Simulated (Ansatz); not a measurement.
```xyz
4
Lattice="2.7772 0.0000 0.0000 0.0000 4.6714 0.0000 0.0000 0.0000 4.9010" Properties=species:S:1:pos:R:3 pbc="T T T"
Ti     0.0000     2.3357     0.7979
Al     1.3886     2.3357     3.2533
Al     1.3886     0.0000     1.6324
Al     0.0000     0.0000     4.1184
```

Method: PBEsol, DFPT electron-phonon coupling, linearised Boltzmann equation (plane waves, PAW, scalar-relativistic; Ansatz, a quantum-chemistry and plane-wave program). Geometry: relaxed with this functional, without spin-orbit coupling.

Predict the intrinsic resistivity at 300 K.

10.0 (x), 14.0 (y), 16.4 (z) μΩ·cm.

How long is the mean free path there?

8.9 (x), 7.9 (y), 7.9 (z) nm, weighted by the current that each state carries. Wires not much wider than this gain resistivity from their walls.

A metal at this level (no band gap). Only scattering by harmonic phonons is included (no impurities, grain boundaries, electron-electron scattering or thermal expansion). Spin-orbit coupling is left out. The run warned that the eigensolver left some states short of its tolerance. Halving the electron mesh (32x20x20) moves the resistivity by up to 11 % at 300 K, the mean free path by up to 4 %. Smearing 0.20 eV; phonons on a 5x3x3 q mesh, which this run doesn't test.

Computed structure with no diffraction record at hand here (it may be known, metastable or hypothetical): TiAl3 (Pmm2).
